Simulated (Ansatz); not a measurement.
The parent structure is BiB in the zinc blende structure (space group F-43m, No. 216; a = 5.456 Å; a hypothetical phase, not in the database extracts checked). Axes: x, y, z lie along the cube axes.

Now apply this change: uniaxial stress, 3 GPa compression along x; all other stress components relax to zero.

Levels (all Ansatz, an electronic-structure program, PAW): PBEsol (420 eV, spin-orbit coupling left out); HSE06+SOC (420 eV, spin-orbit coupling included).

The geometry is relaxed with PBEsol.

| Quantity | Result |
|---|---|
| PBEsol lowest conduction level above the VBM at special points | N 0.30 eV; Γ 0.35 eV; M 0.41 eV |
| PBEsol valence-band top at Γ | 0.00, -0.27, -0.27 eV |

How does going to HSE06+SOC change the lowest conduction level above the VBM at special points and valence-band top at Γ?

The lowest conduction level above the VBM at special points goes from N 0.30 eV; Γ 0.35 eV; M 0.41 eV to N 0.69 eV; Γ 0.79 eV; M 0.75 eV; the valence-band top at Γ (three highest Kramers pairs, from the VBM) goes from 0.00, -0.27, -0.27 eV to 0.00, -0.18, -1.64 eV.

Single points use the geometry relaxed with PBEsol. The hybrid gap comes from the SCF mesh plus the semilocal run's edge points and a few special points and is an upper bound. The spin-orbit shifts are approximate. With Bi present, leaving out spin-orbit coupling can change the band edges. The levels and masses belong to the bands next to the band gap. Load acts through the strain it causes; cell and atoms are relaxed under it. Stability under load was not tested beyond the relaxation. Labels are those of the standard path for the cell's own space group.
